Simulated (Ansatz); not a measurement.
For Si (Fmmm, No. 69, 8 atoms in the cell; start mp-1079649; another form than the element's usual one), LDA (Ansatz, a program for electronic structure, PAW) gives:

* **bulk modulus**: 104 GPa
* **cohesive energy**: 5.08 eV/atom

### Question
What does r²SCAN (Ansatz, plane waves, PAW) give for the same quantities?

### Answer

- bulk modulus: 96.5 GPa (drops by 7.2 %)
- cohesive energy: 4.24 eV/atom (decreases by 0.84 eV/atom)

Changes are worked out from the printed values.

Unless a cell is named, each level is at its own relaxed cell (LDA 14.76, r²SCAN 15.20 Å³/atom).

Caveats: the bulk modulus is −V dP/dV from two relaxed cells at ±2 % in volume (LDA, r²SCAN); the relaxation could not lower the start's symmetry, so the cell can be a saddle point above a distorted one (LDA, r²SCAN). Ansatz's density-functional and Hartree–Fock values are scalar-relativistic unless marked +SOC, with PAW data made under PBE.

A start named mp-… is a Materials Project structure, which need not be a measured phase.
